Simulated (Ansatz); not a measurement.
CdSiP2 (model structure, started from the chalcopyrite type, I-42d, No. 122, 8 atoms in the cell), treated with LDA (Ansatz, a program for electronic structure, PAW).

Input file:

Ansatz 0.2 input:
```yaml
crystal:
  lattice:
    - [-2.7933579565, 2.7933579565, 5.2299696599]
    - [2.7933579565, -2.7933579565, 5.2299696599]
    - [2.7933579565, 2.7933579565, -5.2299696599]
  atoms:
    - { symbol: Cd, position: [0.75, 0.25, 0.5] }
    - { symbol: Cd, position: [0.0, 0.0, 0.0] }
    - { symbol: Si, position: [0.25, 0.75, 0.5] }
    - { symbol: Si, position: [0.5, 0.5, 0.0] }
    - { symbol: P, position: [0.165938645, 0.125, 0.540938645] }
    - { symbol: P, position: [0.584061355, 0.625, 0.459061355] }
    - { symbol: P, position: [0.375, 0.834061355, 0.959061355] }
    - { symbol: P, position: [0.875, 0.415938645, 0.040938645] }
basis:
  ecutwfc: 520
  ecutrho_ratio: 4
  xc_grid: 2
kpoints:
  mp_grid: { grid: [10, 10, 10] }
  band_path:
    path:
      - [0.0, 0.0, 0.0]
      - [0.0, 0.0, 0.071429]
      - [0.0, 0.0, 0.142857]
      - [0.0, 0.0, 0.214286]
      - [0.0, 0.0, 0.285714]
      - [0.0, 0.0, 0.357143]
      - [0.0, 0.0, 0.428571]
      - [0.0, 0.0, 0.5]
      - [0.125, 0.125, 0.375]
      - [0.25, 0.25, 0.25]
      - [0.2, 0.3, 0.2]
      - [0.15, 0.35, 0.15]
      - [0.1, 0.4, 0.1]
      - [0.05, 0.45, 0.05]
      - [0.0, 0.5, 0.0]
      - [0.0, 0.416667, 0.0]
      - [0.0, 0.333333, 0.0]
      - [0.0, 0.25, 0.0]
      - [0.0, 0.166667, 0.0]
      - [0.0, 0.083333, 0.0]
      - [0.1, 0.1, -0.1]
      - [0.2, 0.2, -0.2]
      - [0.3, 0.3, -0.3]
      - [0.4, 0.4, -0.4]
      - [0.5, 0.5, -0.5]
      - [0.440439, 0.559561, -0.440439]
      - [0.380878, 0.619122, -0.380878]
      - [0.321317, 0.678683, -0.321317]
      - [-0.321317, 0.321317, 0.321317]
      - [-0.275415, 0.275415, 0.275415]
      - [-0.229512, 0.229512, 0.229512]
      - [-0.18361, 0.18361, 0.18361]
      - [-0.137707, 0.137707, 0.137707]
      - [-0.091805, 0.091805, 0.091805]
      - [-0.045902, 0.045902, 0.045902]
      - [-0.142635, 0.142635, 0.5]
      - [0.5, 0.5, -0.142635]
      - [0.5, 0.5, -0.214108]
      - [0.5, 0.5, -0.285581]
      - [0.5, 0.5, -0.357054]
      - [0.5, 0.5, -0.428527]
    npoints: 1
hamiltonian:
  xc: lda
  dispersion: none
  pseudopotentials: { azcp: { folder: ./paw }, kind: paw }
scf:
  occupations: { method: fermi_dirac, width: 0.01 }
  convergence: { dr2_threshold: 0.0000000008 }
output:
  forces: true
  stress: true
  eigenvalues: true
  write_bands: true
```

From the output:

```
Crystal: 8 atoms, lattice volume = 163.235 Å³
Basis set: ecut = 520 eV, 4339 PW (Γ), exchange–correlation on 100×100×100 points (8 copies of the dense FFT grid, shifted against one another)
Bands: 42, of which v1, the nominal top of the filled ones, is band 34 counted from 1 (33 counted from 0)
Symmetry: 8 space group operations
Space group: I-42d (ITA 122), of the structure as read, at distance tolerance 5.5e-5 Å
k-points: 102 of 1000 (time reversal used)
Initial density: superposition of atomic densities (chi_scale 0.1, normalization cell, long waves kept (reshape's long-wave potential 0.01 eV rms))
Functional: x = slater, c = lda
SCF iter   1: F=—  HF=-20359.559303 eV  |F-HF|=—  |Δ(HF+E_count)|=         —  Δρ=3.91e-2  dr2=2.51e0
SCF iter   2: F=—  HF=-20358.961530 eV  |F-HF|=—  |Δ(HF+E_count)|=   5.98e-1  Δρ=2.17e-2  dr2=7.07e-1
  ...
SCF iter   8: F=—  HF=-20358.747129 eV  |F-HF|=—  |Δ(HF+E_count)|=   2.73e-5  Δρ=2.64e-6  dr2=1.30e-8
SCF iter   9: F=-20358.747129 eV  HF=-20358.747129 eV  |F-HF|=7.28e-12  |Δ(HF+E_count)|=   5.74e-9  Δρ=5.06e-7  dr2=6.93e-10
SCF 1 converged in 9 iterations: F = -20358.747129 eV  dr2 = 6.93e-10
SCF converged after 9 iterations
Free energy (F): -20358.747129 eV
Internal energy: -20358.747129 eV  (E = F + TS)
E sigma→0 (E₀):  -20358.747129 eV
Fermi energy:    8.443625 eV
--- Stress (GPa, compression-positive) ---
        0.000704       0.000000       0.000000
        0.000000       0.000704      -0.000000
       -0.000000      -0.000000       0.002349
  P = ⅓ Tr σ = 0.0013 GPa (0.013 kbar)
```

The PAW data were made under PBE.

Note: the relaxation could raise the start's symmetry but not lower it, so the cell can be a saddle point.

It cost about 80 core-seconds (a rough figure) of CPU time.

A model structure was made by putting elements into a prototype or built by hand; it is no filed structure, need not be a known phase, and can be a saddle point held by its symmetry.
